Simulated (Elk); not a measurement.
Band structure of GaSn3 (Fm-3m, 4 atoms in the cell).

```
CELL_PARAMETERS angstrom
      0.00000     3.70595     3.70595
      3.70595     0.00000     3.70595
      3.70595     3.70595     0.00000
ATOMIC_POSITIONS crystal
  Ga 0.00000 0.00000 0.00000
  Sn 0.25000 0.25000 0.25000
  Sn 0.75000 0.75000 0.75000
  Sn 0.50000 0.50000 0.50000
```

Method of the run: LDA (PW92), all-electron FP-LAPW, Elk's shipped species files, APW+lo basis with extra local orbitals in Elk 10.2.4.

Settings: rgkmax = 8; swidth = 0.00499791 Ha; ngridk = 9 9 9; gmaxvr = 14 1/bohr; nxlo = 2; lorbcnd = true; lmaxi = 3; maxscl = 100.

The starting cell comes from a database of computed structures (which also holds hypothetical and non-ambient phases and stackings), without a prior relaxation at this level. Values depend on the basis (sphere radii, cutoffs, local orbitals), which need not be converged.

Levels in eV from the Fermi level, bands 34 to 41:
```csv
point,34,35,36,37,38,39,40,41
Γ,-1.28,-1.28,-1.28,-1.02,-1.02,-1.02,0.12,0.12
X,-4.18,-4.18,2.60,2.82,2.84,2.84,3.18,3.18
W,-1.48,-1.47,-1.47,-1.15,3.35,3.37,3.65,3.65
K,-3.81,-1.72,0.37,0.43,1.68,2.01,3.11,4.64
L,-2.22,-2.22,-1.68,-1.68,1.26,1.66,3.66,3.66
U,-3.81,-1.72,0.37,0.43,1.68,2.01,3.11,4.64
```

Bands cross the Fermi level along this path, so the cell is metallic at this level.
